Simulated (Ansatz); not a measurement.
Functionals compared on the (110) surface of bcc Na in its 1x1 cell, outermost plane spacing 2.97 Å in the ideal cut, in Ansatz (plane waves, PAW). The structure was relaxed with PBE; the other rows are single points on it, each with its references at the same level. Cutoff 420 eV (500 eV for r2SCAN).

Model: 5-atom slab, 11.9 Å thick at the start, 11x11x1 mesh, Fermi-Dirac 0.1 eV, dipole correction, all atoms relaxed; start symmetry kept, larger cells not searched; no spin, no spin-orbit, no U. These notes are the PBE run's.

```csv
functional,surface energy (J/m²),work function of the top face (eV),rough cost of the single point
PBE,0.21,2.84,–
LDA,(withheld),(withheld),around 13 core-seconds (rough)
PBEsol,0.23,2.86,around 12 core-seconds (rough)
RPBE,0.18,2.77,around 14 core-seconds (rough)
r2SCAN,0.23,2.85,very roughly 40 core-seconds
```

### Question
Complete the blanks.

### Answer

- LDA, surface energy (J/m²): 0.23
- LDA, work function of the top face (eV): 2.96

Ansatz is a first-principles code.
